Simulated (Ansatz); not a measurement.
# How far to go with the SCF threshold: Nb (Im-3m, 1 atom in the cell)

```
CELL_PARAMETERS angstrom
     -1.65825     1.65825     1.65825
      1.65825    -1.65825     1.65825
      1.65825     1.65825    -1.65825
ATOMIC_POSITIONS crystal
  Nb 0.00000 0.00000 0.00000
```

Computed with PBE, PAW files (plane waves; Ansatz, an electronic-structure program).

Base settings: basis.ecutwfc = 420 eV; kpoints.mp_grid.grid = 14 14 14; hamiltonian.xc = pbe; hamiltonian.pseudopotentials = {kind: paw} (the program's default PAW files); scf.occupations.method = fermi_dirac; scf.occupations.width = 0.1 eV.

The mesh stays at the base's, so the ladder's end is converged at best in this setting alone.

Only quantities that move along the ladder and can be compared are tabulated.

The count of work is k-points × plane waves × bands × iterations; it is no time. 

The starting cell has typed, rounded lattice constants, without a prior relaxation at this level. Its lattice was rescaled by up to half a per cent. Spin polarisation is off. Ansatz's pressure includes its estimate of the finite-basis (Pulay) stress.

Steps (scf.convergence.dr2_threshold): 0.1 eV; 0.01 eV; 0.001 eV; 0.0001 eV; 1e-05 eV; 1e-06 eV; 1e-07 eV; 1e-08 eV; 1e-10 eV; 1e-12 eV.

What is the coarsest scf.convergence.dr2_threshold that holds the pressure within 0.1 GPa of the last step, with all finer ones?

0.001 eV; the step before is off by 0.16 GPa.

```tsv
scf.convergence.dr2_threshold	pressure (GPa)	count of work / last
0.1 eV	-0.38	0.38
0.01 eV	-0.38	0.38
0.001 eV	-0.55	0.50
0.0001 eV	-0.55	0.50
1e-05 eV	-0.54	0.62
1e-06 eV	-0.54	0.75
1e-07 eV	-0.54	0.75
1e-08 eV	-0.54	0.88
1e-10 eV	-0.54	0.88
1e-12 eV	-0.54	1.0
```

Keys are those of Ansatz 0.2.
